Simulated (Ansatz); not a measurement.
## anatase TiO2 (1 1 0) on cubic SrTiO3 (1 1 1) (film strained to the substrate, started from cuts of the bulks and a machine-learned relaxation; metallic at this level, with no gap by band count; slabs Sr5Ti6O15 and O20Ti10, which can lie off the formulas)

A periodic stack without vacuum, anatase TiO2 (1 1 0) on cubic SrTiO3 (1 1 1) (film strained to the substrate, started from cuts of the bulks and a machine-learned relaxation; metallic at this level, with no gap by band count; slabs Sr5Ti6O15 and O20Ti10, which can lie off the formulas): substrate slab Sr5Ti6O15, film O20Ti10, surface cells [[-1, 1], [-1, 0]] and [[0, -1], [1, 0]], film strained by -0.6 and +3.6 %, outermost planes Ti/Ti and OTi/OTi as cut, which need not be the usual terminations and can put a slab off its formula.

The start was prepared with a machine-learned potential, and the result is one local minimum, with the in-plane cell held and forces under 0.04 eV/Å; the film can end far from its bulk form.

Computed with PBE (plane waves to 420 eV, PAW; Ansatz, a program for electronic structure). Scalar-relativistic, without spin–orbit coupling; the runs are not spin-polarised; PBE gaps are too small against experiment. Its k-point mesh 5×5×1, Fermi–Dirac width 0.05 eV.

The interface area is 26.8 Å², the period is 28.84 Å and the heights between the nearest atoms of the two slabs at the two interfaces is 1.84 and 1.07 Å. The Ti–Ti contacts across the interfaces within 1.22 times the sum of covalent radii is 4, mean 3.60 Å. The O–Ti contacts across the interfaces within 1.22 times the sum of covalent radii comes out as 3, mean 2.01 Å. The Sr–Ti contacts across the interfaces within 1.22 times the sum of covalent radii is 1, mean 3.71 Å and the O–Sr contacts across the interfaces within 1.22 times the sum of covalent radii comes out as 1, mean 2.53 Å.

```xyz
56
Lattice="5.5672 -0.0005 -0.0512 2.7836 4.8214 -0.0796 2.2913 1.6907 28.8033" Properties=species:S:1:pos:R:3 pbc="T T T"
Sr     5.3041     3.0868     2.1567
Ti     2.4672     1.5164     1.0781
O      1.2414     0.5916     2.0329
O      2.6015     3.0573     2.0628
O      3.9339     0.7429     1.9986
Sr     2.5724     1.5261     4.3939
Ti     5.3120    -0.0884     3.1762
O      6.6963     4.0104     4.2333
O      5.4200     1.5399     4.2574
O      3.9026     3.9029     4.3351
Sr     8.1664     4.7652     6.4716
Ti     5.3549     3.1547     5.4218
O      4.0566     2.2467     6.6230
O      5.2924     4.7595     6.5902
O      6.8410     2.4382     6.5683
Sr     5.4020     3.1832     8.7017
Ti     2.6070     1.5645     7.7212
O      1.1401     0.9069     8.9786
O      2.7654     3.1945     8.9449
O      3.9325     0.6406     8.9866
Sr     2.6433     1.6069    10.9693
Ti     8.1988     4.8080     9.9271
O      6.9553     3.8188    11.2535
O      5.2157     1.6210    11.2565
O      4.1774     4.2151    11.2215
Ti     5.4430     3.2272    12.0556
O      5.3853     3.2312    13.8988
O      6.2579     2.5671    16.8676
O      3.6178     3.9540    16.3294
O      7.2344     5.9769    15.7444
O      7.3010     4.7869    18.3394
O      3.1011     2.4956    19.7490
O      5.8043     3.2518    19.7507
O      4.4505     5.7188    18.3833
O      4.4768     4.9009    21.1000
O      5.8673     2.4920    22.4496
O      3.0991     3.2883    22.4945
O      7.2600     5.7101    21.0262
O      7.2337     4.9314    23.7168
O      3.0538     2.5827    25.2911
O      5.9304     3.2726    25.1373
O      4.4566     5.7242    23.7928
O      4.6362     4.9443    26.5608
O      5.4856     2.5622    28.1395
O      3.1658     4.2743    28.8116
O      7.3891     5.6620    26.3722
Ti     4.9147     2.8576    15.6295
Ti     8.5075     5.4158    17.0927
Ti     7.1460     2.8598    18.6265
Ti     5.7624     5.3359    19.8003
Ti     4.4406     2.8593    21.2007
Ti     8.6201     5.3439    22.4067
Ti     7.3278     2.8511    23.7567
Ti     5.9627     5.4244    25.0400
Ti     4.6470     2.9078    26.3234
Ti     8.8072     5.5728    27.5433
```
